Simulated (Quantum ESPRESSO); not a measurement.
Worked example: self-consistent single point of CdAu (P1, 2 atoms in the cell) in Quantum ESPRESSO.

Method: PBEsol, PseudoDojo standard norm-conserving (PBESOL) pseudopotentials (plane waves; Quantum ESPRESSO).

The change in words: atoms moved at random. Reference geometry:
```
CdAu
1.0
    3.09033     0.00000     0.00000
   -1.54516     2.67630     0.00000
    0.00000     0.00000     4.60128
Cd Au
1 1
Direct
  0.00000   0.00000   0.00000
  0.33333   0.66667   0.50000
```

Reference input (self-consistent single point, DFT, PBEsol, plane waves, PseudoDojo standard norm-conserving (PBESOL) pseudopotentials): ecutwfc = 105 Ry; occupations = smearing; smearing = fd; degauss = 0.0073499 Ry; potentials = {Cd: Cd.upf, Au: Au.upf}; K_POINTS = automatic 8 8 5 0 0 0; conv_thr = 1e-10 Ry; mixing_beta = 0.5. This run's input differs from it in these lines:

```diff
@@ -26,4 +26,4 @@
 ATOMIC_POSITIONS {crystal}
-Cd    0.000000000    0.000000000    0.000000000
-Au    0.333333333    0.666666667    0.500000000
+Cd    0.005740000    0.004912000    0.004607000
+Au    0.327593000    0.661755000    0.495393000
 K_POINTS {automatic}
@@ -31,4 +31,4 @@
 CELL_PARAMETERS {bohr}
-   5.839877023     0.000000000     0.000000000
-  -2.919938511     5.057481856     0.000000000
+   5.839877335     0.000000000     0.000000000
+  -2.919938667     5.057481586     0.000000000
    0.000000000     0.000000000     8.695159023
```

Output, abridged:

```
     Self-consistent Calculation

     iteration #  1     ecut=   105.00 Ry     beta= 0.50

---- Real-time Memory Report at c_bands before calling an iterative solver
           341 MiB given to the printing process from OS
           308 MiB allocation reported by mallinfo(arena+hblkhd)
------------------

     Threshold (ethr) on eigenvalues was too large:
     Diagonalizing with lowered threshold

---- Real-time Memory Report at c_bands before calling an iterative solver
           348 MiB given to the printing process from OS
           313 MiB allocation reported by mallinfo(arena+hblkhd)
------------------

   [... lines left out ...]

---- Real-time Memory Report at c_bands before calling an iterative solver
           356 MiB given to the printing process from OS
           331 MiB allocation reported by mallinfo(arena+hblkhd)
------------------

     total energy              =    -645.27427496 Ry
     estimated scf accuracy    <          2.5E-10 Ry

     iteration # 10     ecut=   105.00 Ry     beta= 0.50

---- Real-time Memory Report at c_bands before calling an iterative solver
           356 MiB given to the printing process from OS
           332 MiB allocation reported by mallinfo(arena+hblkhd)
------------------
     End of self-consistent calculation

     the Fermi energy is    17.4309 ev

!    total energy              =    -645.27427496 Ry
     estimated scf accuracy    <          4.8E-12 Ry
     smearing contrib. (-TS)   =      -0.00184008 Ry
     internal energy E=F+TS    =    -645.27243488 Ry

     convergence has been achieved in  10 iterations

     Forces acting on atoms (cartesian axes, Ry/au):

     atom    1 type  1   force =    -0.00100708   -0.00141614   -0.00944883
     atom    2 type  2   force =     0.00100708    0.00141614    0.00944883

     Total force =     0.013587     Total SCF correction =     0.000010

          total   stress  (Ry/bohr**3)                   (kbar)     P=      -37.71
  -0.00023112  -0.00000405   0.00000298          -34.00       -0.60        0.44
  -0.00000405  -0.00022038   0.00000418           -0.60      -32.42        0.61
   0.00000298   0.00000418  -0.00031761            0.44        0.61      -46.72

   JOB DONE.
```

The run converged in 10 iterations. Against the reference run the free energy rises by 2.9 meV/atom, the pressure goes from -3.90 to -3.77 GPa and the largest force goes from 0.000 to 0.247 eV/Å.

The starting cell comes from a database of computed structures (which also holds hypothetical and non-ambient phases and stackings), without a prior relaxation at this level. For this run, on top of that: atoms moved at random. With a pressure of about -4 GPa the cell is away from its equilibrium volume at this level.

Cost on one core of a shared machine: roughly 3 min.
